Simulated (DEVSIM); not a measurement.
System: GaN p-n junction from an implanted or diffused profile, at 300 K.

```tsv
layer (left to right)	material	thickness (μm)	Nd (cm⁻³)	τn (s)	τp (s)
1	GaN	20.0	2.3e14	7.2e-8	7.2e-8
```

Added acceptor profile: 1.6e16 cm⁻³ × exp(−(x − 0 μm)²/(2·(0.15 μm)²)). Left contact: ohmic. Right contact: ohmic. Voltage is applied to the left contact. Recombination: SRH at mid-gap, Auger. Mobility is μmin + (μ − μmin)/(1 + (N/Nref)^α).

Constants are typed, rounded textbook-type inputs, not results; the design itself was drawn at random and stands for no fabricated device. Values at 300 K; Nc and Nv go as T^1.5, mobilities as T to minus their exponent, the gap by Varshni's rule with the affinity fixed.

```
parameter             GaN
----------------  -------
gap (eV)             3.43
affinity (eV)         4.1
permittivity          9.5
Nc (cm⁻³)          2.3e18
Nv (cm⁻³)          4.6e19
μn (cm²/Vs)          1200
μp (cm²/Vs)           100
μn,min                 55
μp,min                  3
Nref,n               2e17
Nref,p               3e17
αn                      1
αp                      2
T exponent of μn      1.5
T exponent of μp        2
Cn (cm⁶/s)          1e-30
Cp (cm⁶/s)          1e-30
Varshni α (eV/K)  0.00091
Varshni β (K)         830
```

DEVSIM, 1D drift-diffusion, Boltzmann statistics, complete ionisation; no tunnelling, impact ionisation, image-force lowering or self-heating.

The temperature was swept, all else fixed.

| temperature (K) | dark forward voltage at 1 A/cm² (V) | potential step across the device at zero bias (V) |
|---|---|---|
| 250 | 3.028 | 3.091 |
| 300 | 2.914 | 2.986 |
| 350 | 2.797 | 2.876 |
| 400 | 2.679 | 2.762 |
| 450 | [?] | 2.645 |
| 500 | 2.434 | 2.525 |

### Question
Fill in the missing entries.

### Answer

- 450, dark forward voltage at 1 A/cm² (V): 2.557
